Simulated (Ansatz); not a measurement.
Take V in the diamond structure (space group Fd-3m, No. 227; a = 5.362 Å; ferromagnetic; a hypothetical phase, not in the database extracts checked) as the base.

All numbers come from PBEsol/PAW in Ansatz (a quantum-chemistry and plane-wave program), no SOC.

Base values:

The band gap is zero, the magnetic state comes out as ferromagnetic and the shortest interatomic distance is 2.322 Å.

Modification: a hydrostatic pressure of 10 GPa.

### Question
Estimate the effect on the band gap.

### Answer
The band gap is still zero.

### Question
What happens to the magnetic state?

### Answer
The magnetic state becomes non-magnetic (base: ferromagnetic).

### Question
What happens to the shortest interatomic distance?

### Answer
The shortest interatomic distance decreases by 0.156 Å to 2.166 Å.

The magnetic state is the one reached from the starting moments; the real material's order can differ, and small cells can't hold many antiferromagnetic ones. Load acts through the strain it causes; cell and atoms are relaxed under it. Stability against distortions was not tested. Competing high-pressure phases were not computed. Seeded moments were not kept for pressure 10 GPa.
